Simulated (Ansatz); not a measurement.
Computed with PBE (plane waves to 420 eV, PAW; Ansatz, an electronic-structure program).

Plane-averaged electrostatic potential energy along the normal, in eV from the Fermi level, for Br on the 1x1 (110) surface of bcc Ta, one in a 1x1 cell, started at the site 'hollow Ta-Ta-Ta':

```csv
z (Å),V (eV)
5.59,4.73
5.89,4.72
6.18,4.72
6.48,4.70
6.77,4.67
7.07,4.62
7.36,4.50
7.66,4.28
7.95,3.84
8.24,2.99
8.54,1.38
8.83,-1.73
9.13,-7.22
9.42,-14.04
9.72,-19.09
10.01,-18.31
10.31,-12.35
10.60,-5.87
10.89,-2.36
11.19,-3.96
11.48,-9.52
11.78,-16.26
12.07,-19.40
12.37,-16.13
12.66,-9.27
12.96,-3.47
13.25,-1.29
13.54,-3.91
13.84,-9.93
14.13,-16.63
14.43,-19.29
14.72,-15.59
15.02,-8.69
15.31,-3.06
15.61,-1.17
15.90,-4.04
16.19,-10.24
16.49,-17.02
16.78,-19.89
17.08,-16.73
17.37,-10.51
17.67,-5.57
17.96,-5.23
18.26,-11.71
18.55,-17.42
18.84,-18.14
19.14,-13.35
19.43,-4.84
19.73,0.51
20.02,2.23
20.32,2.93
20.61,3.20
20.91,3.31
21.20,3.35
21.49,3.37
21.79,3.38
22.08,3.38
22.38,3.38
22.67,3.38
22.97,3.38
```

Slab: 5 atoms, 6.8 Å thick at the start under the adsorbate (thin: gaps and levels are the slab's own); k 10x10x1, smearing 0.1 eV, dipole-corrected; 2 atoms held, the rest relaxed; start symmetry kept, larger cells not searched; no spin, no spin-orbit, no U, no dispersion correction. At the end it is bonded to 3 Ta. In PBE it is, or lies within 0.03 eV of, the lowest of the starts that converged.

**Question.** The surface cell has an area of 7.79 Å². What dipole along the normal does the step between the two vacuum levels imply?

**Answer.** the top vacuum level lies 1.35 eV below the bottom one; p = −ε₀ A ΔV (ε₀ = 0.005526 e/(V·Å)) gives 0.06 e·Å a cell.
